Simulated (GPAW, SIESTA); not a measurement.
A GPAW input for a self-consistent single point of V3Pt (Pm-3m, 4 atoms in the cell) (DFT LDA (Perdew-Wang 92), plane waves, GPAW PAW datasets LDA (gpaw-data 1.0.1)):

```python
from ase import Atoms
from ase.units import GPa
from gpaw import GPAW, PW

atoms = Atoms(['V', 'V', 'V', 'Pt'],
              cell=[[3.810671, 0.000000, 0.000000],
                    [0.000000, 3.810671, 0.000000],
                    [0.000000, 0.000000, 3.810671]],
              positions=[[1.905336, 1.905336, 0.000000],
                         [0.000000, 1.905336, 1.905336],
                         [1.905336, 0.000000, 1.905336],
                         [0.000000, 0.000000, 0.000000]],
              pbc=True)

atoms.set_initial_magnetic_moments([2.0, 2.0, 2.0, 0.0])

calc = GPAW(spinpol=True,
            mode=PW(850),
            xc='LDA',
            kpts=(7, 7, 7),
            occupations={'name': 'methfessel-paxton', 'width': 0.136, 'order': 0},
            nbands=-10,
            convergence={'density': 1e-05},
            symmetry={'symmorphic': False, 'tolerance': 0.0005},
            maxiter=100,
            txt='-')

atoms.calc = calc

energy = atoms.get_potential_energy()
print('Energy (eV):', round(energy, 6))
forces = atoms.get_forces()
print('Forces (eV/Ang):')
print(forces.round(5))
stress = atoms.get_stress()
print('Stress (GPa, Voigt):', (stress / GPa).round(4))
```

Task: Write the same calculation as an input for SIESTA.

Result: This is the input that was run; spellings and numerical settings could be chosen otherwise.

```
# files in the folder: V.psml Pt.psml (PseudoDojo LDA standard)
SystemName  V3Pt
SystemLabel siesta

NumberOfAtoms                4
NumberOfSpecies              2
%block ChemicalSpeciesLabel
  1 23 V
  2 78 Pt
%endblock ChemicalSpeciesLabel
LatticeConstant              1.0 Bohr
%block LatticeVectors
     7.201124541    0.000000000    0.000000000
     0.000000000    7.201124541    0.000000000
     0.000000000    0.000000000    7.201124541
%endblock LatticeVectors
AtomicCoordinatesFormat      Bohr
%block AtomicCoordinatesAndAtomicSpecies
     3.600562271    3.600562271    0.000000000  1
     0.000000000    3.600562271    3.600562271  1
     3.600562271    0.000000000    3.600562271  1
     0.000000000    0.000000000    0.000000000  2
%endblock AtomicCoordinatesAndAtomicSpecies

XC.functional                LDA
XC.authors                   PW92
PAO.BasisSize                DZP
PAO.EnergyShift              0.01 Ry
MeshCutoff                   350 Ry
%block kgrid.MonkhorstPack
    7   0   0  0.0
    0   7   0  0.0
    0   0   7  0.0
%endblock kgrid.MonkhorstPack
OccupationFunction           MP
OccupationMPOrder            0
ElectronicTemperature        136.0 meV
Spin                         polarized
%block DM.InitSpin
  1 +2.00
  2 +2.00
  3 +2.00
  4 +0.00
%endblock DM.InitSpin

MaxSCFIterations             150
SCF.Mixer.Method             Pulay
SCF.Mixer.Weight             0.1
SCF.Mixer.History            6
SCF.DM.Tolerance             1.0E-04
Diag.ParallelOverK           true
WriteForces                  true
Charge.Mulliken              end
```

Basis settings and potentials, where a program has them, do not carry over. This input uses DFT, LDA PW92, numerical atomic orbitals DZP, PseudoDojo LDA standard norm-conserving potentials (rewritten from UPF to PSML). LDA parametrisations can differ slightly between programs. Both were run: pressure -10.01 GPa in GPAW and -14.07 in SIESTA; size of the net moment 0.00 μB/atom in GPAW and 0.00 in SIESTA.

On SIESTA: the starting cell comes from a database of computed structures (which also holds hypothetical and non-ambient phases and stackings), without a prior relaxation at this level. Its lattice was rescaled by a random factor within 2.5 % of one. The starting moments vanished: the run ended non-magnetic, which need not be the lowest state. Values carry the incompleteness of an atom-centred basis. With a pressure of about -14 GPa the cell is away from its equilibrium volume at this level.

On GPAW: the starting cell comes from a database of computed structures (which also holds hypothetical and non-ambient phases and stackings), without a prior relaxation at this level. Its lattice was rescaled by a random factor within 2.5 % of one. The starting moments vanished: the run ended non-magnetic, which need not be the lowest state. With a pressure of about -10 GPa the cell is away from its equilibrium volume at this level.
